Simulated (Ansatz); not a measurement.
## Hypothetical CsCl type GaN, response to strain

The reference is GaN in the CsCl type structure (space group Pm-3m, No. 221; a = 2.703 Å; a hypothetical phase, not in the database extracts checked; relaxed with 0.1 eV smearing). Axes: x, y, z lie along the cube axes.

Strains are applied to the cell and any free atomic positions relax; under biaxial strain the out-of-plane vector relaxes too; under stress the whole cell relaxes.

Level of theory: PBEsol in Ansatz (plane waves to 420 eV, PAW, spin-orbit coupling left out).

Notes on the quantities. energy relative to the base: free energy F.

```json
[
 {"case": "base", "energy relative to the base": "0 meV/atom", "space group": "Pm-3m (No. 221)", "shortest interatomic distance": "2.341 Å"},
 {"case": "biaxial strain −1.35 %, plane normal [001], relaxed out of plane", "energy relative to the base": "+4.0 meV/atom", "space group": "P4/mmm (No. 123)", "shortest interatomic distance": "2.327 Å"},
 {"case": "biaxial strain −2.96 %, plane normal [110], relaxed out of plane", "energy relative to the base": "-12 meV/atom", "space group": "Cmmm (No. 65)", "shortest interatomic distance": "2.272 Å"},
 {"case": "uniaxial strain ε_zz = +2.39 %", "energy relative to the base": "+5.0 meV/atom", "space group": "P4/mmm (No. 123)", "shortest interatomic distance": "2.360 Å"},
 {"case": "uniaxial strain ε_zz = +2.71 %", "energy relative to the base": "+6.5 meV/atom", "space group": "P4/mmm (No. 123)", "shortest interatomic distance": "2.362 Å"},
 {"case": "uniaxial strain ε_zz = +4.02 %", "energy relative to the base": "+14 meV/atom", "space group": "P4/mmm (No. 123)", "shortest interatomic distance": "2.373 Å"},
 {"case": "uniaxial stress, 0.5 GPa compression along z", "energy relative to the base": "0.0 meV/atom", "space group": "P4/mmm (No. 123)", "shortest interatomic distance": "2.340 Å"}
]
```

Stability under load was not tested beyond the relaxation. The final runs are not spin-polarised. Under biaxial strain −2.96 %, plane normal [110], relaxed out of plane the cell ends below the base's energy or with stress of the wrong sign: the atoms slid into a distortion or the cell is elastically unstable, so the base is not a stable minimum at this level.

Ansatz is a first-principles code.
